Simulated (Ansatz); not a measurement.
Take C in the graphite type structure (space group P6_3/mmc, No. 194; a = 2.458 Å, c = 6.563 Å; layered, stacked along the Cartesian z axis) as the base.

Structures relaxed with PBEsol-D3(BJ) (Ansatz, an electronic-structure program; PAW; 420 eV plane waves; no spin-orbit coupling).

Base:

Simulated powder pattern, Cu Kα1, λ = 1.54056 Å (kinematic, ideal powder, no thermal factors, no anomalous dispersion; the 14 strongest lines at most, above 2 %, up to 2θ = 90°):

```csv
2θ (°),I/Imax (%),hkl
27.15,100,(002)
42.42,3.8,(100)
44.71,18,(101)
51.10,3.6,(102)
56.00,6.7,(004)
60.64,5.5,(103)
77.61,6.2,(110)
84.01,10,(112)
```

Modification: a hydrostatic pressure of 3 GPa.

After the change:

Simulated powder pattern, Cu Kα1, λ = 1.54056 Å (kinematic, ideal powder, no thermal factors, no anomalous dispersion; the 14 strongest lines at most, above 2 %, up to 2θ = 90°):

```csv
2θ (°),d (Å),I/Imax (%),hkl
28.77,3.100,100,(002)
42.52,2.124,4.5,(100)
45.08,2.010,22,(101)
52.15,1.752,4.0,(102)
59.59,1.550,6.3,(004)
62.66,1.481,5.9,(103)
77.81,1.226,7.5,(110)
84.97,1.140,12,(112)
```

The indices refer to the base's conventional cell; one index is shown for lines that coincide.

The mesh was chosen for an insulator and is coarse for the gapless case. Load acts through the strain it causes; cell and atoms are relaxed under it. Whether these cells are dynamically stable was not tested.
